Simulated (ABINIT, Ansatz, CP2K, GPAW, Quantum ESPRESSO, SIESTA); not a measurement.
One structure in several programs: LiHfSe2 (P-3m1, 4 atoms in the cell)

Self-consistent single point.

```xyz
4
Lattice="3.7060 0.0000 0.0000 -1.8530 3.2095 0.0000 0.0000 0.0000 6.5996" Properties=species:S:1:pos:R:3 pbc="T T T"
Li     0.0000     0.0000     3.2998
Hf     0.0000     0.0000     0.0000
Se     0.0000     2.1396     1.6387
Se     1.8530     1.0698     4.9609
```

Shared settings, as Ansatz (a program for electronic structure) writes them: kpoints.mp_grid.grid = 10 10 5; scf.occupations.method = gaussian; scf.occupations.width = 0.136 eV. Potentials and cutoffs stand in the table.

```tsv
code	model	pressure (GPa)	largest force (eV/Å)	cutoff
ABINIT	LDA (PW92), norm-conserving pseudopotentials (PseudoDojo nc-sr-04 LDA standard)	-4.83	0.271	1170 eV
Quantum ESPRESSO	LDA (PZ), GBRV 1.5 ultrasoft (LDA) pseudopotentials	-4.29	0.148	40 Ry
CP2K	LDA (Pade form), GPW, TZVP-MOLOPT-SR-GTH basis, GTH-PADE potentials (GTH_POTENTIALS)	-12.58	0.068	grid 500 Ry
Ansatz	LDA (PW92), PAW files made with PBE	-4.12	0.153	default
SIESTA	LDA PW92, numerical atomic orbitals DZP, PseudoDojo LDA standard norm-conserving potentials (rewritten from UPF to PSML)	-3.08	0.200	grid 350 Ry
GPAW	LDA (Perdew-Wang 92), GPAW PAW datasets LDA (gpaw-data 1.0.1)	-3.91	0.178	550 eV
```

On Ansatz's run: spin-orbit coupling is off.

The spread over the programs that give each value: pressure within 9.50 GPa; largest force within 0.203 eV/Å.

CP2K and SIESTA use small atom-centred bases, whose incompleteness enters pressures, forces and empty levels differently from a plane-wave cutoff. Ansatz's pressure is given at a fixed set of plane waves, as the other plane-wave codes print theirs. The same LDA comes in different parametrisations, which differ slightly. In the pressure, CP2K (by 8.37) and SIESTA (by 1.12) lie more than 1 GPa from the median of the plane-wave programs. In the force vectors, ABINIT (by 0.105), CP2K (by 0.098) and SIESTA (by 0.365) lie more than 0.08 eV/Å from the median of the plane-wave programs.

The starting cell comes from a database of computed structures (which also holds hypothetical and non-ambient phases and stackings), without a prior relaxation at this level.

Left out of this page: Elk (not drawn, or without a comparable value); FLEUR (with a known weakness of the program).

Keys are those of Ansatz 0.2.
